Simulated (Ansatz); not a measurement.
**Effect of uniaxial strain ε_yy = +4.14 % on hypothetical P-6m2 Ti2InB2**

Consider Ti$_{2}$InB$_{2}$ (space group P-6m2, No. 187; a = 3.056 Å, c = 7.829 Å; a hypothetical phase, not in the database extracts checked). Axes: x lies along a and z along c of the hexagonal cell.

The change: the cell is stretched by 4.14 % along y with no lateral relaxation; the atoms relax in the strained cell.

The values are results of Kohn–Sham DFT with the PBEsol functional, run in Ansatz (an electronic-structure program) with PAW and 420 eV plane waves, no spin-orbit coupling, not measurements. Settings: 17×17×6 k-points, 0.05 eV Fermi–Dirac smearing.

- Volume per atom = 13.19 Å³ (base 12.66 Å³)
- Space group = Amm2 (No. 38) (base P-6m2 (No. 187))
- Shortest interatomic distance = 1.783 Å (base 1.764 Å)
- Energy relative to the base (free energy F) = +23 meV/atom
- Pressure (mean of the normal stresses, compression positive) = -6.1 GPa (base 0.0 GPa)
- Band gap = zero (base zero)
- Largest internal atomic displacement = 0.021 Å
- Stress (xx, yy, zz, yz, xz, xy; compression positive) = (-2.1, -13.7, -2.4, 0.0, 0.0, 0.0) GPa (rough)

Final structure:

```xyz
5
Lattice="3.0557 0.0000 0.0000 -1.5278 2.7559 0.0000 0.0000 0.0000 7.8293" Properties=species:S:1:pos:R:3 pbc="T T T"
Ti     0.0000     1.8328     5.4264
Ti     0.0000     1.8328     2.4029
In     0.0000     0.0206     0.0000
B      0.0000    -0.0058     3.9147
B      1.5278     0.9127     3.9147
```

Cost of the whole job for the changed cell (relaxation, final SCF and bands): about 2.3 core-minutes (a rough figure).

Without a gap, meshes like the base's 17×17×6 leave anisotropic stresses uncertain by several tenths of a GPa, and small strain energies with them. Stability against distortions was not tested. The final runs are not spin-polarised. An odd electron count without spin: Ti2InB2.
